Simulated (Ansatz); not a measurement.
The reference is AlN in the zinc blende structure (space group F-43m, No. 216; a = 4.403 Å). Axes: x, y, z lie along the cube axes.

Method: DFT with PBE, PAW potentials and a 420 eV plane-wave cutoff in Ansatz (a first-principles code), scalar-relativistic without spin-orbit coupling.

The change: an isotropic linear strain of −1.17 %, atoms relaxed at fixed cell.

Task: Predict the stress tensor and what it implies for the stiffness.

Result: Stress of the strained cell less that of the base (GPa, compression positive):
```
   7.29    0.00    0.00
   0.00    7.29    0.00
   0.00    0.00    7.29
```

Then B = −ΔP/(ΔV/V₀) with ΔV/V₀ = -0.0347 gives secant stiffness values (nonlinear terms included at this strain): B ≈ 210 GPa.

As a check, the harmonic strain energy −½ V₀ Δσ:ε is 8.5 meV/atom; the computed energy rise is 8.2 meV/atom.

Stability against distortions was not tested. This is not the structure that AlN has at room temperature and ambient pressure.
